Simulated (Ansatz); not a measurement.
For AuAg (R-3m, No. 166, 2 atoms in the cell; start mp-1229092), PBEsol (PAW; Ansatz, an electronic-structure program) gives:

```
Property                    Value
-------------------  ------------
lattice parameter a       2.877 Å
c axis length            14.065 Å
bulk modulus B0           147 GPa
cohesive energy      3.45 eV/atom
```

Question: What does r²SCAN in Ansatz (PAW) give for the same quantities?

Answer: 
- lattice constant a: 2.909 Å (rises by 1.1 %)
- lattice parameter c: 14.227 Å (grows by 1.2 %)
- bulk modulus: 129 GPa (drops by 12 %)
- cohesive energy: 3.20 eV/atom (drops by 0.25 eV/atom)

Changes are worked out from the printed values.

Unless a cell is named, each level is at its own relaxed cell (PBEsol 16.80, r²SCAN 17.38 Å³/atom).

Levels without +SOC leave out spin–orbit coupling, which shifts energies and cells of such heavy elements.

Caveats: the bulk modulus is −V dP/dV from two relaxed cells at ±2 % in volume (PBEsol, r²SCAN); the relaxation could not lower the start's symmetry, so the cell can be a saddle point above a distorted one (PBEsol, r²SCAN). Ansatz's density-functional and Hartree–Fock values are scalar-relativistic unless marked +SOC, with PAW data made under PBE.

A start named mp-… is a Materials Project structure, which need not be a measured phase.
